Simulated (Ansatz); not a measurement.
Consider ZnO in the wurtzite structure (space group P6_3mc, No. 186).

```yaml
crystal:
  lattice:
    - [3.27960, 0.00000, 0.00000]
    - [-1.63980, 2.84021, 0.00000]
    - [0.00000, 0.00000, 5.29330]
  atoms:
    - { symbol: Zn, position: [0.66667, 0.33333, 0.00215] }
    - { symbol: Zn, position: [0.33333, 0.66667, 0.50215] }
    - { symbol: O, position: [0.66667, 0.33333, 0.62305] }
    - { symbol: O, position: [0.33333, 0.66667, 0.12305] }
```

Calculations: plane-wave PAW DFT at the PBE level (Ansatz, a quantum-chemistry and plane-wave program, 420 eV), no spin-orbit coupling.

Carriers are added at fixed cell with a uniform background; the Fermi–Dirac width is that of 300 K.

One change was made to it. Results:

The gap between the host's bands falls by 0.13 eV (0.74 eV → 0.61 eV); the Fermi level relative to the doped band's edge (positive inside the band; to 0.05 eV) amounts to +2.40 eV; the gap character remains direct at Γ.

Task: What was done to the base?
A) electrons 1.0×10^22 cm⁻³
B) electrons 5.0×10^21 cm⁻³
C) electrons 1.0×10^21 cm⁻³

Result: B, electrons 5.0×10^21 cm⁻³. For comparison, the Fermi level from band edge in the other runs: electrons 1.0×10^22 cm⁻³ gives +3.15 eV; electrons 1.0×10^21 cm⁻³ gives +1.15 eV.

Carriers are added with a uniform compensating background; total energy and stress of such cells depend on the potential's zero and are not compared; many-body gap narrowing is missing at this level. Whether these cells are dynamically stable was not tested.
